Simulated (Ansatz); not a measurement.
Consider this model of amorphous In9Ga9Zn9O38Sn.

```yaml
crystal:
  lattice:
    - [9.52502, -0.00965, 0.28776]
    - [-0.00965, 9.20419, 0.25303]
    - [0.28776, 0.25303, 9.55162]
  atoms:
    - { symbol: In, position: [0.65665, 0.16044, 0.95666] }
    - { symbol: In, position: [0.01718, 0.89501, 0.54500] }
    - { symbol: In, position: [0.90462, 0.50700, 0.50760] }
    - { symbol: In, position: [0.13894, 0.21832, 0.39658] }
    - { symbol: In, position: [0.05313, 0.27557, 0.01464] }
    - { symbol: In, position: [0.89697, 0.65828, 0.16347] }
    - { symbol: In, position: [0.41401, 0.43241, 0.87303] }
    - { symbol: In, position: [0.70308, 0.80584, 0.46202] }
    - { symbol: In, position: [0.63747, 0.32289, 0.62178] }
    - { symbol: Ga, position: [0.94637, 0.17974, 0.72303] }
    - { symbol: Ga, position: [0.08305, 0.53294, 0.81230] }
    - { symbol: Ga, position: [0.94918, 0.99574, 0.25680] }
    - { symbol: Ga, position: [0.79109, 0.52700, 0.87327] }
    - { symbol: Ga, position: [0.58769, 0.51976, 0.34990] }
    - { symbol: Ga, position: [0.52351, 0.98211, 0.65337] }
    - { symbol: Ga, position: [0.23164, 0.64613, 0.04461] }
    - { symbol: Ga, position: [0.24701, 0.15144, 0.75365] }
    - { symbol: Ga, position: [0.78692, 0.27848, 0.27665] }
    - { symbol: Zn, position: [0.36741, 0.01968, 0.02703] }
    - { symbol: Zn, position: [0.39408, 0.36053, 0.16661] }
    - { symbol: Zn, position: [0.31883, 0.90017, 0.36667] }
    - { symbol: Zn, position: [0.52843, 0.12891, 0.32406] }
    - { symbol: Zn, position: [0.30903, 0.44107, 0.56489] }
    - { symbol: Zn, position: [0.03428, 0.91966, 0.92759] }
    - { symbol: Zn, position: [0.20636, 0.62670, 0.37640] }
    - { symbol: Zn, position: [0.74135, 0.86778, 0.82766] }
    - { symbol: Zn, position: [0.28309, 0.76957, 0.72459] }
    - { symbol: O, position: [0.97762, 0.20811, 0.22640] }
    - { symbol: O, position: [0.66936, 0.72150, 0.26469] }
    - { symbol: O, position: [0.83499, 0.00112, 0.42185] }
    - { symbol: O, position: [0.66983, 0.54720, 0.52626] }
    - { symbol: O, position: [0.12304, 0.99288, 0.34619] }
    - { symbol: O, position: [0.17849, 0.08058, 0.94707] }
    - { symbol: O, position: [0.11901, 0.66189, 0.20282] }
    - { symbol: O, position: [0.11673, 0.11593, 0.61039] }
    - { symbol: O, position: [0.39318, 0.28997, 0.68772] }
    - { symbol: O, position: [0.92641, 0.95088, 0.75102] }
    - { symbol: O, position: [0.87391, 0.18498, 0.91162] }
    - { symbol: O, position: [0.63073, 0.81428, 0.67247] }
    - { symbol: O, position: [0.37583, 0.85315, 0.16955] }
    - { symbol: O, position: [0.23631, 0.43181, 0.03684] }
    - { symbol: O, position: [0.21372, 0.78095, 0.52667] }
    - { symbol: O, position: [0.74409, 0.69018, 0.97286] }
    - { symbol: O, position: [0.85987, 0.28888, 0.58456] }
    - { symbol: O, position: [0.64206, 0.40885, 0.83603] }
    - { symbol: O, position: [0.91977, 0.57986, 0.71965] }
    - { symbol: O, position: [0.54494, 0.50475, 0.15711] }
    - { symbol: O, position: [0.12220, 0.43225, 0.46331] }
    - { symbol: O, position: [0.39586, 0.54904, 0.40662] }
    - { symbol: O, position: [0.12883, 0.72823, 0.89340] }
    - { symbol: O, position: [0.63792, 0.11769, 0.72706] }
    - { symbol: O, position: [0.33868, 0.20779, 0.29992] }
    - { symbol: O, position: [0.50182, 0.95970, 0.45558] }
    - { symbol: O, position: [0.41231, 0.65979, 0.95083] }
    - { symbol: O, position: [0.10203, 0.31841, 0.79071] }
    - { symbol: O, position: [0.92580, 0.88612, 0.10766] }
    - { symbol: O, position: [0.58720, 0.93278, 0.97119] }
    - { symbol: O, position: [0.27301, 0.55537, 0.73364] }
    - { symbol: O, position: [0.94860, 0.48775, 0.98717] }
    - { symbol: O, position: [0.83775, 0.46993, 0.28930] }
    - { symbol: O, position: [0.68652, 0.15316, 0.17705] }
    - { symbol: O, position: [0.61947, 0.30140, 0.40139] }
    - { symbol: O, position: [0.44489, 0.22430, 0.99734] }
    - { symbol: O, position: [0.91970, 0.72545, 0.43354] }
    - { symbol: O, position: [0.34824, 0.96833, 0.74649] }
    - { symbol: Sn, position: [0.55175, 0.73652, 0.08780] }
```

Methods: PBE, scalar-relativistic without spin-orbit coupling (Ansatz, a quantum-chemistry and plane-wave program); r2SCAN, scalar-relativistic without spin-orbit coupling (Ansatz); HSE06, scalar-relativistic without spin-orbit coupling (Ansatz). Neutral PBE cell, which sets geometry, pressure and energy: sampling: a 2×2×2 Γ-centred mesh; Fermi-Dirac width 0.02 eV; no spin polarisation. Exact exchange is cut at the faces of this 9 Å cell, which leaves hybrid gaps a finite-size error.

A CHGNet melt-quench gave the starting glass, which DFT then relaxed. O atoms were pushed apart under 1.9 Å during the dynamics, to hinder bonds among them. The hot cell started wider than the set density and was brought back towards it in steps. It is the lowest in DFT energy of 2 quenches. It is a model cell: composition and starting density were chosen by hand, and all elements were melted together. No dispersion term was used. Its density started from a set value of 5.91 and ended at 5.91 g/cm³. The quench (nominally 320 K/ps over its main leg) was far faster than any real one, so the model tends to hold more defects than a real film. A cell of this size samples the disorder only roughly. The volume was held where the preparation left it and the shape relaxed.

### Question
Give the pressure and the spacing of the highest filled and lowest empty levels.

### Answer

```yaml
Pressure on a 2×2×2 Γ-centred mesh: 5.2 kbar
Largest force and stress component on that mesh (the relaxation ran on the zone centre alone): 0.06 eV/Å and 0.6 GPa
Level gap on a 2×2×2 Γ-centred mesh (PBE): 0.80 eV
Level gap at the zone centre (PBE): 0.82 eV
Level gap at the zone centre (r2SCAN): 1.31 eV
Level gap at the zone centre (HSE06): 2.41 eV
Distance between the nearest levels spread over more than a fifth of the atoms or a third of the atoms of their main element (six at least) (PBE, zone centre): 1.04 eV
```

### Question
At PBE and the zone centre, how localised are the states just below and above the Fermi level (participation number: the atoms over which a state spreads)?

### Answer
The highest filled state is spread over 3.6 atoms' worth, largest on O49, with weights by element (charge in smoothed Voronoi cells) O 0.87, Zn 0.10, Ga 0.01. The lowest empty state is spread over 62.0 atoms' worth, largest on In7, with weights by element (charge in smoothed Voronoi cells) O 0.51, In 0.19, Zn 0.15.

At PBE the levels at the filled edge of the gap are localised (band-tail or defect states).

Cut-offs for bonds: In-In 3.12 Å, In-Ga 2.90 Å, In-Zn 2.90 Å, In-O 2.84 Å, In-Sn 3.09 Å, Ga-Ga 2.68 Å, Ga-Zn 2.68 Å, Ga-O 2.28 Å, Ga-Sn 2.87 Å, Zn-Zn 2.68 Å, Zn-O 2.42 Å, Zn-Sn 2.87 Å, O-O 1.58 Å, O-Sn 2.46 Å, Sn-Sn 3.06 Å. Two cations that share two anions don't count as bonded, nor two that share one unless they lie closer than In-In 3.04 Å, In-Ga 2.82 Å, In-Zn 2.82 Å, In-Sn 3.01 Å, Ga-Ga 2.61 Å, Ga-Zn 2.61 Å, Ga-Sn 2.79 Å, Zn-Zn 2.61 Å, Zn-Sn 2.79 Å, Sn-Sn 2.97 Å.

Added carriers, by PBE, scalar-relativistic without spin-orbit coupling (Ansatz) on the zone centre alone. Charged cells keep the cell fixed and stand in a uniform background, with no image correction, at a width of 0.01 eV; where the count is odd the moment is locked at 1 μB, unless the neutral cell bore moments. Each starts from the undistorted neutral geometry alone. PBE's self-interaction favours spread-out carriers, so it can miss traps that a hybrid finds.

### Question
What happens at PBE when the cell takes an extra electron and the atoms relax?

### Answer
Relaxation lowers the charged cell by 0.01 eV. The largest moves are Ga18 0.02 Å, O39 0.01 Å, O36 0.01 Å, O54 0.01 Å. The level that holds the added charge spreads over 62.0 atoms' worth, most on In7 (weight 0.03): a carrier spread over the cell. No bond crosses its cut-off with a change of over 0.15 Å (metal-metal contacts aside). Made neutral again at that geometry, the cell lies +0.01 eV from the neutral start.

### Question
What happens at PBE when the cell takes a hole and the atoms relax?

### Answer
Relaxation lowers the charged cell by 0.24 eV. The largest moves are O30 0.43 Å, Ga18 0.41 Å, O47 0.39 Å, Ga14 0.26 Å. The level that was emptied spreads over 3.2 atoms' worth, most on O49 (weight 0.46): a localised (trapped) carrier, which neighbours of that atom can share. Bonds broken: In2-O30, In6-O64. Bonds formed: Ga14-O60, Ga18-O30. Made neutral again at that geometry, the cell lies +0.63 eV from the neutral start (a closed shell was imposed there, with levels 0.10 eV apart, so this is an upper bound).
